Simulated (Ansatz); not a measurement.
Functionals compared on the (31-42) surface of hcp Sc in its 1x1 cell, outermost plane spacing 0.51 Å in the ideal cut, in Ansatz (plane waves, PAW). The structure was relaxed with PBE; the other rows are single points on it, each with its references at the same level. Cutoff 420 eV (500 eV for r2SCAN).

Set-up: 28 atoms, 10.4 Å thick at the start (thin: gaps and levels are the slab's own); mesh 5x5x1; 0.1 eV smearing; dipole correction on; all atoms relaxed; held to the start's symmetry, so lower structures may exist; no spin, no spin-orbit, no U. These notes are the PBE run's.

```csv
functional,surface energy (J/m²),work function of the top face (eV),rough cost of the single point
PBE,1.36,3.23,–
LDA,1.50,3.39,about 10 core-minutes (a rough figure)
PBEsol,1.46,3.27,around 10 core-minutes (rough)
RPBE,1.26,3.13,about 10 core-minutes (a rough figure)
r2SCAN,…,…,around 17 core-minutes (rough)
```

Complete the blanks.


- r2SCAN, surface energy (J/m²): 1.46
- r2SCAN, work function of the top face (eV): 3.27

Ansatz is an electronic-structure program.
